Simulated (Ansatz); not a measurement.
Take Ta$_{2}$C (space group P-3m1, No. 164; a = 3.0949 Å, c = 4.9215 Å) as the base.

Perturbation: a hydrostatic pressure of 10 GPa.

Levels (all Ansatz, a first-principles code, PAW): PBEsol (420 eV, scalar-relativistic without spin-orbit coupling); PBEsol+SOC (420 eV, spin-orbit coupling included).

The geometry is relaxed with PBEsol.

```
Quantity            Value
---------------  --------
PBEsol pressure  10.0 GPa
```

Problem. What does PBEsol+SOC give at this geometry for the pressure?

Solution. The pressure shrinks by 0.6 GPa to 9.4 GPa.

Single points use the geometry relaxed with PBEsol. Differences between runs with and without spin-orbit coupling are approximate. Load acts through the strain it causes; cell and atoms are relaxed under it. No phonon test of stability was made. Competing high-pressure phases were not computed. The runs without spin-orbit coupling are not spin-polarised.
